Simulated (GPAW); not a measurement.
```
Zr
1.0
    1.62308    -2.81125     0.00000
    1.62308     2.81125     0.00000
    0.00000     0.00000     5.17575
Zr
2
Direct
  0.33333   0.66667   0.25966
  0.66667   0.33333   0.75000
```

Computed with PBE, GPAW PAW datasets PBE (gpaw-data 1.0.1) (plane waves; GPAW).

The set-up and first iterations of a GPAW log for Zr (P-3m1, 2 atoms in the cell):

```
Input parameters:
  convergence: {density: 1e-05}
  kpts: {gamma: True,
         size: (6, 6, 4)}
  maxiter: 120
  mode: {ecut: 600,
         name: pw}
  nbands: -6
  occupations: {name: improved-tetrahedron-method}
  symmetry: {symmorphic: False,
             tolerance: 0.0005}
  xc: PBE

species:
  Zr:
    name: Zirconium
    Z: 40.0
    valence: 12
    core: 28
    charge: 0.0
    file: Zr.PBE.gz

    # Using partial waves for Zr as LCAO basis

Reference energy: -195787.142470  # eV

Spin-paired calculation

Convergence criteria:
 Maximum [total energy] change in last 3 cyles: 0.0005 eV / valence electron
 Maximum integral of absolute [dens]ity change: 1e-05 electrons / valence electron
 Maximum integral of absolute [eigenst]ate change: 4e-08 eV^2 / valence electron
 Maximum number of scf [iter]ations: 120

Symmetries present (total): 6
Symmetries with fractional translations: 0
144 k-points: 6 x 6 x 4 Monkhorst-Pack grid + [1/12,1/12,1/8]
   [... lines left out ...]

Eigensolver

Densities:
  Coarse grid: 20*20*30 grid
  Fine grid: 40*40*60 grid
  Total Charge: 0.000000

Density mixing:
  Method: separate
  Backend: pulay
  Linear mixing parameter: 0.05
  old densities: 5
  Damping of long wavelength oscillations: 50

Hamiltonian:
  XC and Coulomb potentials evaluated on a 40*40*60 grid
  External potential:
    NoExternalPotential

XC parameters: PBE with 2 nearest neighbor stencil

Number of atoms: 2
Number of atomic orbitals: 26
Number of bands in calculation: 18
Number of valence electrons: 24
Bands to converge: occupied

Density initialized from atomic densities
  18 bands from LCAO basis set

Atomic positions and initial magnetic moments

Positions:
   0 Zr     1.623075    0.937085    1.343935    ( 0.0000,  0.0000,  0.0000)
   1 Zr     1.623075   -0.937085    3.881812    ( 0.0000,  0.0000,  0.0000)

Unit cell:
           periodic     x           y           z      points  spacing
  1. axis:    yes    1.623075   -2.811248    0.000000    20     0.1406
  2. axis:    yes    1.623075    2.811248    0.000000    20     0.1406
  3. axis:    yes    0.000000    0.000000    5.175750    30     0.1725

  Lengths:   3.246150   3.246150   5.175750
  Angles:   90.000000  90.000000 119.999994

Effective grid spacing dv^(1/3) = 0.1579
     iter     time        total  log10-change:
                         energy   eigst   dens
iter:   1 --:--:--   -15.019147
iter:   2 --:--:--   -15.028877   -0.47  -1.38
iter:   3 --:--:--   -14.802213   -0.77  -1.39
iter:   4 --:--:--   -14.847874   -1.10  -1.78
iter:   5 --:--:--   -14.824310   -2.34  -2.00
iter:   6 --:--:--   -14.820669   -2.57  -2.10
iter:   7 --:--:--   -14.818054c  -3.10  -2.24
iter:   8 --:--:--   -14.810471c  -3.11  -2.30
iter:   9 --:--:--   -14.808547c  -3.68  -2.41
iter:  10 --:--:--   -14.806029c  -2.93  -2.49
iter:  11 --:--:--   -14.806028c  -4.09  -2.73
```

Q: Will this run converge, and how will it end?

A: The run ended unconverged after 120 iterations. It gives no final result for the task that was set. The log goes on:

```
   [... 12 lines left out ...]
iter:  24 --:--:--   -14.806016c  -5.75  -2.83
iter:  25 --:--:--   -14.806017c  -5.62  -2.87
iter:  26 --:--:--   -14.806009c  -6.33  -2.87
   [... lines left out ...]
iter: 119 --:--:--   -14.806009c -11.05c -3.14
iter: 120 --:--:--   -14.806009c -11.31c -3.18

Did not converge!

Here are some tips:

1) Make sure the geometry and spin-state is physically sound.
2) Use less aggressive density mixing.
3) Solve the eigenvalue problem more accurately at each scf-step.
4) Use a smoother distribution function for the occupation numbers.
5) Try adding more empty states.
6) Use enough k-points.
7) Don't let your structure optimization algorithm take too large steps.
8) Solve the Poisson equation more accurately.
9) Better initial guess for the wave functions.

See details here:

    https://gpaw.readthedocs.io/documentation/convergence.html
Traceback (most recent call last):
   [... frames left out ...]
gpaw.KohnShamConvergenceError: Did not converge!  See text output for help.
```

The starting cell has typed, rounded lattice constants, without a prior relaxation at this level. Its lattice was rescaled by up to half a per cent. One atom was moved a little off its site on purpose.

The run was DFT PBE, plane waves, GPAW PAW datasets PBE (gpaw-data 1.0.1). Main settings of its input:

- mode = pw
- ecut = 600 eV
- xc = PBE
- kpts = 6 6 4
- mesh shift (steps) = 0 0 0
- occupations.name = improved-tetrahedron-method
- nbands = -6
- convergence.density = 1e-05 e/electron
- symmetry.symmorphic = false
- symmetry.tolerance = 0.0005
- maxiter = 120
